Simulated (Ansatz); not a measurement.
The parent structure is W in the bcc (W type) structure (space group Im-3m, No. 229; a = 3.169 Å).

Structures relaxed with r2SCAN, PAW, 500 eV (Ansatz, a quantum-chemistry and plane-wave program; scalar-relativistic without spin-orbit coupling).

Base:

Simulated powder pattern, Cu Kα, λ = 1.54184 Å (kinematic, ideal powder, no thermal factors, no anomalous dispersion; the 10 strongest lines at most, above 2 %, up to 2θ = 90°):

```csv
2θ (°),I/Imax (%),hkl
40.24,100,(110)
58.22,17,(200)
73.14,36,(211)
86.95,12,(220)
```

Now apply this change: a hydrostatic pressure of 18 GPa.

**Question.** How do the reflections move or split?

**Answer.** 
Simulated powder pattern, Cu Kα, λ = 1.54184 Å (kinematic, ideal powder, no thermal factors, no anomalous dispersion; the 10 strongest lines at most, above 2 %, up to 2θ = 90°):

| 2θ (°) | d (Å) | I/Imax (%) | hkl |
|---|---|---|---|
| 40.96 | 2.203 | 100 | (110) |
| 59.32 | 1.558 | 17 | (200) |
| 74.61 | 1.272 | 36 | (211) |
| 88.83 | 1.102 | 12 | (220) |

The indices refer to the base's conventional cell; one index is shown for lines that coincide.

Load acts through the strain it causes; cell and atoms are relaxed under it. Whether these cells are dynamically stable was not tested. No other phases were tried under pressure. The final runs are not spin-polarised.
